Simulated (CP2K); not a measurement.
Input and output of a self-consistent single point for SrPdO3 (Pm-3m, 5 atoms in the cell) (CP2K).

Level of theory: LDA (Pade form), GPW, DZVP-MOLOPT-SR-GTH basis, GTH-PADE potentials (GTH_POTENTIALS) (CP2K).

```
CELL_PARAMETERS angstrom
      4.12591     0.00000     0.00000
      0.00000     4.12591     0.00000
      0.00000     0.00000     4.12591
ATOMIC_POSITIONS crystal
  Sr 0.00000 0.00000 0.00000
  Pd 0.50000 0.50000 0.50000
  O  0.50000 0.50000 0.00000
  O  0.00000 0.50000 0.50000
  O  0.50000 0.00000 0.50000
```

Reference input (self-consistent single point, DFT PBEsol, GPW, DZVP-MOLOPT-SR-GTH basis, GTH-PBE potentials (GTH_POTENTIALS)): CUTOFF = 500 Ry; REL_CUTOFF = 50 Ry; SMEAR/METHOD = GAUSSIAN; SIGMA = 0.1 eV; KPOINTS/SCHEME = MONKHORST-PACK 6 6 6; GAMMA_CENTERED = T; XC_FUNCTIONAL = PBE:PBESOL; Sr/BASIS_SET = DZVP-MOLOPT-SR-GTH-q10; Sr/POTENTIAL = GTH-PBE-q10; Pd/BASIS_SET = DZVP-MOLOPT-SR-GTH-q18; Pd/POTENTIAL = GTH-PBE-q18; O/BASIS_SET = DZVP-MOLOPT-SR-GTH-q6. This run's input differs from it in these lines:

```diff
@@ -44,6 +44,3 @@
     &XC
-      &XC_FUNCTIONAL
-        &PBE
-          PARAMETRIZATION PBESOL
-        &END PBE
+      &XC_FUNCTIONAL PADE
       &END XC_FUNCTIONAL
@@ -81,3 +78,3 @@
       BASIS_SET DZVP-MOLOPT-SR-GTH-q10
-      POTENTIAL GTH-PBE-q10
+      POTENTIAL GTH-PADE-q10
     &END KIND
@@ -85,3 +82,3 @@
       BASIS_SET DZVP-MOLOPT-SR-GTH-q18
-      POTENTIAL GTH-PBE-q18
+      POTENTIAL GTH-PADE-q18
     &END KIND
@@ -89,3 +86,3 @@
       BASIS_SET DZVP-MOLOPT-SR-GTH-q6
-      POTENTIAL GTH-PBE-q6
+      POTENTIAL GTH-PADE-q6
     &END KIND
```

Log, with long lists cut:

```
 SCF WAVEFUNCTION OPTIMIZATION

  Step     Update method      Time    Convergence         Total energy    Change
     1 NoMix/Diag. 0.30E+00      -     1.88396659      -206.0151677812 -2.06E+02
     2 Broy./Diag. 0.30E+00      -     0.71325216      -207.5546953789 -1.54E+00
     3 Broy./Diag. 0.30E+00      -     0.37250313      -207.2724282098  2.82E-01
     4 Broy./Diag. 0.30E+00      -     0.24868870      -206.0603537253  1.21E+00
     5 Broy./Diag. 0.30E+00      -     0.31735398      -205.8420246645  2.18E-01
     6 Broy./Diag. 0.30E+00      -     0.07792513      -205.2013875933  6.41E-01
   [... 8 lines left out ...]
    15 Broy./Diag. 0.30E+00      -     0.00000389      -205.7112711565 -1.62E-05
    16 Broy./Diag. 0.30E+00      -     0.00000476      -205.7112758389 -4.68E-06
    17 Broy./Diag. 0.30E+00      -     0.00000399      -205.7112767750 -9.36E-07
    18 Broy./Diag. 0.30E+00      -     0.00000060      -205.7112738912  2.88E-06
  *** SCF run converged in    18 steps ***

  Overlap energy of the core charge distribution:               0.00000000000007
  Self energy of the core charge distribution:               -404.72926527986630
  Core Hamiltonian energy:                                    100.27082770604471
  Hartree energy:                                             125.61110789246321
  Exchange-correlation energy:                                -26.86264054530964
  Smearing free energy correction:                             -0.00130366483249
  Fermi energy:                                                 0.23705964588258

  Total energy:                                              -205.71127389122191
  Total energy (extrapolated to sigma->0):                   -205.71062205880565

   [... lines left out ...]

 STRESS| Analytical stress tensor [bar]
 STRESS|                        x                   y                   z
 STRESS|      x       -1.80063612741E+05  -1.17363373324E-03  -1.17363319996E-03
 STRESS|      y       -1.17363373324E-03  -1.80063633341E+05  -1.17363575730E-03
 STRESS|      z       -1.17363319996E-03  -1.17363575730E-03  -1.80063631313E+05
 STRESS| 1/3 Trace                                            -1.80063625798E+05
```

The run converged in 18 iterations. Against the reference run the pressure goes from -11.96 to -18.01 GPa.

The starting cell comes from a database of computed structures (which also holds hypothetical and non-ambient phases and stackings), without a prior relaxation at this level. Its lattice was rescaled by a random factor within 2.5 % of one. Spin polarisation is off. Values carry the incompleteness of an atom-centred basis. With a pressure of about -18 GPa the cell is away from its equilibrium volume at this level.

Cost on one core of a shared machine: roughly 40 s.
